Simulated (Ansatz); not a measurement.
## Nb: response to strain

Base system: Nb in the bcc (W type) structure (space group Im-3m, No. 229; a = 3.248 Å; relaxed with 0.1 eV smearing). Axes: x, y, z lie along the cube axes.

Strains are applied to the cell and any free atomic positions relax.

Level of theory: DFT with LDA, PAW potentials and a 420 eV plane-wave cutoff in Ansatz (a quantum-chemistry and plane-wave program), no spin-orbit coupling.

Notes on the quantities. energy relative to the base: free energy F; pressure: mean of the normal stresses, compression positive.

```
variant                         energy relative to the base    pressure  shortest interatomic distance
------------------------------  ---------------------------  ----------  -----------------------------
base                                             0 meV/atom     0.0 GPa                        2.813 Å
uniaxial strain ε_zz = −3.00 %                 +14 meV/atom     6.2 GPa                        2.785 Å
uniaxial strain ε_zz = −2.50 %                +9.5 meV/atom     5.1 GPa                        2.790 Å
uniaxial strain ε_zz = −2.00 %                   (withheld)  (withheld)                     (withheld)
uniaxial strain ε_zz = −1.50 %                +3.4 meV/atom     3.0 GPa                        2.799 Å
uniaxial strain ε_zz = −1.00 %                +1.5 meV/atom     1.9 GPa                        2.804 Å
uniaxial strain ε_zz = +1.00 %                +1.5 meV/atom    -1.8 GPa                        2.823 Å
uniaxial strain ε_zz = +1.50 %                +3.2 meV/atom    -2.7 GPa                        2.827 Å
uniaxial strain ε_zz = +2.50 %                +8.9 meV/atom    -4.4 GPa                        2.837 Å
uniaxial strain ε_zz = +3.00 %                 +13 meV/atom    -5.2 GPa                        2.842 Å
```

Q: Fill in the withheld entries from the trend.

A: 
- uniaxial strain ε_zz = −2.00 %, energy relative to the base: +6.0 meV/atom
- uniaxial strain ε_zz = −2.00 %, pressure: 4.0 GPa
- uniaxial strain ε_zz = −2.00 %, shortest interatomic distance: 2.795 Å

Whether these cells are dynamically stable was not tested. The final runs are not spin-polarised.
